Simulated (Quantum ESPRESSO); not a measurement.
A self-consistent single point of MgReO4 (Cmmm, 6 atoms in the cell) with Quantum ESPRESSO.

Method of the run: PBEsol, GBRV 1.5 ultrasoft (PBESOL) pseudopotentials (plane waves; Quantum ESPRESSO).

```
MgReO4
1.0
    3.26156     3.36360     0.00000
   -3.26156     3.36360     0.00000
    0.00000     0.00000     3.10357
Mg Re O
1 1 4
Cartesian
  0.00000   0.00000   0.00000
 -3.26156   0.00000  -1.55178
 -1.41402   0.00000  -1.55178
 -5.10910   0.00000  -1.55178
 -3.26156  -1.26485   0.00000
 -3.26156   1.26485   0.00000
```
Moments meant for the start (each program seeds them in its own way; μB, in the order of the atoms Mg Re O O O O): 0.0 1.0 0.0 0.0 0.0 0.0.

Reference input (self-consistent single point, DFT, PBEsol, plane waves, GBRV 1.5 ultrasoft (PBESOL) pseudopotentials): ecutwfc = 40 Ry; ecutrho = 320 Ry; occupations = smearing; smearing = fd; degauss = 0.0073499 Ry; nspin = 2; K_POINTS = automatic 3 3 6 0 0 0; conv_thr = 1e-09 Ry; mixing_beta = 0.3. This run's input differs from it in these lines:

```diff
@@ -18,4 +18,4 @@
     occupations = 'smearing',
-    smearing = 'fd',
-    degauss = 0.0073499,
+    smearing = 'cold',
+    degauss = 0.0036749,
     nspin = 2,
```

Output (repeated stretches shortened):

```
     Self-consistent Calculation

     iteration #  1     ecut=    40.00 Ry     beta= 0.30

     negative rho (up, down):  7.666E-02 7.089E-02

     total energy              =    -444.16338512 Ry
     estimated scf accuracy    <       2.24774351 Ry

     total magnetization       =     0.18 Bohr mag/cell
     absolute magnetization    =     0.26 Bohr mag/cell

     iteration #  2     ecut=    40.00 Ry     beta= 0.30

     negative rho (up, down):  7.457E-02 7.121E-02

     total energy              =    -444.60292353 Ry
     estimated scf accuracy    <       0.47862472 Ry

     total magnetization       =     0.33 Bohr mag/cell
   [... lines left out ...]

     negative rho (up, down):  7.178E-02 8.029E-02

     total energy              =    -444.67943124 Ry
     estimated scf accuracy    <       0.00010342 Ry

     total magnetization       =     0.65 Bohr mag/cell
     absolute magnetization    =     0.73 Bohr mag/cell

     iteration #100     ecut=    40.00 Ry     beta= 0.30

     negative rho (up, down):  7.170E-02 8.037E-02

     total energy              =    -444.67948877 Ry
     estimated scf accuracy    <       0.00024869 Ry

     total magnetization       =     0.66 Bohr mag/cell
     absolute magnetization    =     0.74 Bohr mag/cell
     End of self-consistent calculation

     convergence NOT achieved after 100 iterations: stopping

   JOB DONE.
```

The run ended unconverged after 100 iterations. 

The starting cell comes from a database of computed structures (which also holds hypothetical and non-ambient phases and stackings), without a prior relaxation at this level.

Cost on one core of a shared machine: roughly 5 min.
